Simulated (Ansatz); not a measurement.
A15 Mo3Si, treated with PBE in Ansatz (PAW).

Input:

Ansatz 0.2 input:
```yaml
crystal:
  lattice:
    - [4.9057573808, 0.0, 0.0]
    - [0.0, 4.9057573808, 0.0]
    - [0.0, 0.0, 4.9057573808]
  atoms:
    - { symbol: Si, position: [0.5, 0.5, 0.5] }
    - { symbol: Si, position: [0.0, 0.0, 0.0] }
    - { symbol: Mo, position: [0.25, 0.0, 0.5] }
    - { symbol: Mo, position: [0.5, 0.25, 0.0] }
    - { symbol: Mo, position: [0.5, 0.75, 0.0] }
    - { symbol: Mo, position: [0.75, 0.0, 0.5] }
    - { symbol: Mo, position: [0.0, 0.5, 0.75] }
    - { symbol: Mo, position: [0.0, 0.5, 0.25] }
basis:
  ecutwfc: 520
  ecutrho_ratio: 4
  xc_grid: 2
kpoints:
  mp_grid: { grid: [12, 12, 12] }
hamiltonian:
  xc: pbe
  dispersion: none
  pseudopotentials: { kind: paw }
scf:
  occupations: { method: fermi_dirac, width: 0.05 }
  convergence: { dr2_threshold: 0.0000000008 }
output:
  forces: true
  stress: true
  eigenvalues: true
```

Excerpt of the program's output:

```
Crystal: 8 atoms, lattice volume = 118.064 Å³
Basis set: ecut = 520 eV, 3191 PW (Γ), exchange–correlation on 80×80×80 points (8 copies of the dense FFT grid, shifted against one another)
Bands: 56, of which v1, the nominal top of the filled ones, is band 46 counted from 1 (45 counted from 0)
Symmetry: 48 space group operations
Space group: Pm-3n (ITA 223), of the structure as read, at distance tolerance 4.9e-5 Å
k-points: 84 of 1728
Functional: x = pbe(κ = 0.804, μ = 0.2195149727645171), c = pbe(β = 0.06672455060314922)
SCF iter   1: F=—  HF=-31010.330867 eV  |F-HF|=—  |Δ(HF+E_count)|=         —  Δρ=4.51e-3  dr2=1.26e-2
SCF iter   2: F=—  HF=-31010.331334 eV  |F-HF|=—  |Δ(HF+E_count)|=   4.67e-4  Δρ=2.53e-3  dr2=4.07e-3
  ...
SCF iter   6: F=—  HF=-31010.331001 eV  |F-HF|=—  |Δ(HF+E_count)|=   1.40e-8  Δρ=1.44e-6  dr2=1.09e-9
SCF iter   7: F=-31010.331001 eV  HF=-31010.331001 eV  |F-HF|=3.64e-12  |Δ(HF+E_count)|=  4.15e-10  Δρ=1.75e-7  dr2=2.48e-11
SCF 1 converged in 7 iterations: F = -31010.331001 eV  dr2 = 2.48e-11
SCF converged after 7 iterations
Free energy (F): -31010.331001 eV
Internal energy: -31010.299368 eV  (E = F + TS)
E sigma→0 (E₀):  -31010.315185 eV
Fermi energy:    19.515464 eV
--- Forces (eV/Å), atoms counted from 1 ---
  atom   1  Si    -0.00000000     0.00000000     0.00000000
  atom   2  Si    -0.00000000     0.00000000     0.00000000
  atom   3  Mo    -0.00000000     0.00000000     0.00000000
  atom   4  Mo     0.00000000    -0.00000000     0.00000000
  atom   5  Mo    -0.00000000     0.00000000     0.00000000
  atom   6  Mo     0.00000000    -0.00000000     0.00000000
  atom   7  Mo    -0.00000000     0.00000000    -0.00000000
  atom   8  Mo    -0.00000000     0.00000000     0.00000000
--- Stress (GPa, compression-positive) ---
       -0.000461       0.000000      -0.000000
        0.000000      -0.000461       0.000000
        0.000000       0.000000      -0.000461
  P = ⅓ Tr σ = -0.0005 GPa (-0.005 kbar)
```

Ansatz is a first-principles code.
